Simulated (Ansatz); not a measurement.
For MgIn2O4 (model structure, started from the defect chalcopyrite type, I-4, No. 82, 7 atoms in the cell), LDA (plane waves, PAW; Ansatz, a quantum-chemistry and plane-wave program) gives:

* **equilibrium lattice constant a**: 4.704 Å
* **lattice parameter c**: 9.824 Å
* **bulk modulus**: 69.8 GPa
* **cohesive energy**: 5.21 eV/atom

Question: What does PBE in Ansatz (PAW) give for the same quantities?

Answer: 
- lattice constant a: 4.836 Å (goes up by 2.8 %)
- lattice parameter c: 9.984 Å (rises by 1.6 %)
- bulk modulus: 65.4 GPa (drops by 6.3 %)
- cohesive energy: 4.33 eV/atom (falls by 0.88 eV/atom)

Changes are worked out from the printed values.

Unless a cell is named, each level is at its own relaxed cell (LDA 15.53, PBE 16.68 Å³/atom).

Levels without +SOC leave out spin–orbit coupling, which shifts energies and cells of such heavy elements.

Caveats: the bulk modulus is −V dP/dV from two relaxed cells at ±2 % in volume (LDA, PBE). Ansatz's density-functional and Hartree–Fock values are scalar-relativistic unless marked +SOC, with PAW data made under PBE.

A model structure was made by putting elements into a prototype or built by hand; it is no filed structure, need not be a known phase, and can be a saddle point held by its symmetry.
